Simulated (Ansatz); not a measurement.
Abridged Ansatz (a quantum-chemistry and plane-wave program) output:

```
Relaxation: its limit of steps is 60 (relax.max_steps)
Pseudopotential: Ir, paw, valence charge 17
Crystal: 1 atoms, lattice volume = 13.349 Å³
Basis set: ecut = 420 eV, 259 PW (Γ), exchange–correlation on 36×36×36 points (8 copies of the dense FFT grid, shifted against one another)
Bands: 13, of which v1, the nominal top of the filled ones, is band 9 counted from 1 (8 counted from 0)
Symmetry: 48 space group operations
k-points: 286 of 9261
Functional: x = pbesol(κ = 0.804, μ = 0.12345679012345678), c = pbesol(β = 0.046)
SCF iter   1: F=—  HF=-11798.991849 eV  |F-HF|=—  |Δ(HF+E_count)|=         —  Δρ=5.78e-3  dr2=1.39e-3  ethr=1.77e-3  ⟨swp⟩=5.1  Hψ=19048  notcnv=0
SCF iter   2: F=—  HF=-11798.991461 eV  |F-HF|=—  |Δ(HF+E_count)|=   3.87e-4  Δρ=2.55e-3  dr2=1.41e-4  ethr=8.21e-6  ⟨swp⟩=2.4  Hψ=7670  notcnv=0
SCF 1 converged in 6 iterations: F = -11798.991567 eV  dr2 = 3.07e-11
relax step   1: F+E_penalty+E_count = -11798.99156703 eV  Δ(F+E_penalty+E_count) = +0.000e0 eV  max|allowed force component| = 0.000e0 eV/Å  Δτ_max = 0.0000 Å  P = +22.500 GPa  Ω = 13.349 Å³  (6 SCF iters, dr2 threshold 1.00e-7 eV, accepted)
[... steps on the carried basis left out ...]
relax step   7: F+E_penalty+E_count = -11798.95987495 eV  Δ(F+E_penalty+E_count) = -5.730e-7 eV  max|allowed force component| = 0.000e0 eV/Å  Δτ_max = 0.0000 Å  P = +30.000 GPa  Ω = 13.156 Å³  stress off target by 1.11e-4 GPa  SCF on the basis re-selected at this cell (its energy is not comparable with the rows above)  (4 SCF iters)
SCF converged after 4 iterations
Free energy (F): -11798.959875 eV
Internal energy: -11798.952834 eV  (E = F + TS)
E sigma→0 (E₀):  -11798.956355 eV
Entropy (-TS):   -0.007040 eV (-7.040 meV/atom)
Fermi energy:    28.115940 eV
--- Forces (eV/Å), atoms counted from 1 ---
  atom   1  Ir    -0.00000000     0.00000000     0.00000000
--- Stress (GPa, compression-positive) ---
       29.999889      -0.000000      -0.000000
       -0.000000      29.999889      -0.000000
       -0.000000      -0.000000      29.999889
  P = ⅓ Tr σ = 29.9999 GPa (299.999 kbar)
--- Relaxed structure (5 steps of the walk, 4 accepted, 2 SCFs on fresh bases) ---
  cell:  # Å, volume = 13.1557 Å³
    - [-2.5471885655027206e-34, 1.8736766960070201, 1.8736766960070201]
    - [1.8736766960070201, -1.4007295701411867e-34, 1.8736766960070201]
    - [1.8736766960070201, 1.8736766960070201, -1.4012273090462871e-34]
  atoms:
    - { symbol: Ir, position: [0.0, 0.0, 0.0] }
```

Question: What was computed, and what are the main results?

Answer: Ir, 1 atom in the cell, with Ansatz, PBEsol, PAW, cutoff 420 eV, scalar-relativistic without spin-orbit coupling, from a series relaxed to a target (pressure 30 GPa). The last SCF converged to F = -11798.959875 eV, or -11798.9599 eV per atom, at a pressure of 30.00 GPa. The total energy compares only with runs of the same code, potentials and settings.

Load acts through the strain it causes; cell and atoms are relaxed under it. No phonon test of stability was made. No other phases were tried under pressure. All final runs are without spin polarisation. The cell was made from Ir in the fcc (Cu type) structure (space group Fm-3m, No. 225) by this change: pressure 30 GPa.

Keys are those of Ansatz 0.2.
